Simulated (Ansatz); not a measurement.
Functionals compared on CH3 on the 1x1 (110) surface of bcc Nb, one in a 2x2 cell, started at the site 'bridge Nb-Nb (span 2.9 Å)', in Ansatz (plane waves, PAW). The structure was relaxed with PBE; the other rows are single points on it, each with its references at the same level. Cutoff 420 eV (500 eV for r2SCAN).

Set-up: 20 atoms, 6.8 Å thick at the start under the adsorbate (thin: gaps and levels are the slab's own); mesh 5x5x1; 0.1 eV smearing; dipole correction on; 8 atoms held, the rest relaxed; no symmetry held; no spin, no spin-orbit, no U, no dispersion correction. At the end it is bonded to 3 Nb. In PBE it is, or lies within 0.03 eV of, the lowest of the starts that converged. These notes are the PBE run's. Adsorption energies are against CH4(g) − ½ H2(g). A negative adsorption energy means that the adsorbate is more stable on the surface than in its reference.

```
functional  adsorption energy (eV)  work function of the top face (eV)  change of the work function (eV)           rough cost of the single point
----------  ----------------------  ----------------------------------  --------------------------------  ---------------------------------------
PBE                          -0.03                                3.67                             -0.80                                        –
RPBE                           [?]                                 [?]                               [?]  about 100 core-seconds (a rough figure)
r2SCAN                       -0.25                                3.68                             -0.87    about 4 core-minutes (a rough figure)
```

### Question
What belongs in the gaps?

### Answer

- RPBE, adsorption energy (eV): 0.22
- RPBE, work function of the top face (eV): 3.56
- RPBE, change of the work function (eV): -0.78

Ansatz is a program for electronic structure.
